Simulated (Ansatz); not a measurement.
Ti on the Si site in alpha quartz: one set of geometries, relaxed with PBE, evaluated in Ansatz (PAW, plane waves to 420 eV, 500 eV under r2SCAN) with PBE, r2SCAN.

Set-up: 243-site cell; Γ-point k-points; start: the Si site; charged states image-corrected; no Hubbard U; not converged in cell size; flagged in the runs: a host whose relaxation on this sampling wasn't shown to rest, a strain field that reaches the edge of the cell, zone-centre sampling.

| quantity | PBE | r2SCAN |
|---|---|---|
| host gap (eV) | 5.68 | ___ |
| ε(0/−1) above the VBM (eV) | 5.41 | ___ |
| neutral formation energy against silicon, hcp Ti (eV) | -0.49 | ___ |
| largest moment on one atom at charge −1 (μB) | 0.57 | ___ |

Problem. Given the lower rungs, what does r2SCAN give?

Solution. 
- host gap (eV), r2SCAN: 6.32
- ε(0/−1) above the VBM (eV), r2SCAN: 5.70
- neutral formation energy against silicon, hcp Ti (eV), r2SCAN: -0.46
- largest moment on one atom at charge −1 (μB), r2SCAN: 0.66

Ansatz is a program for electronic structure.
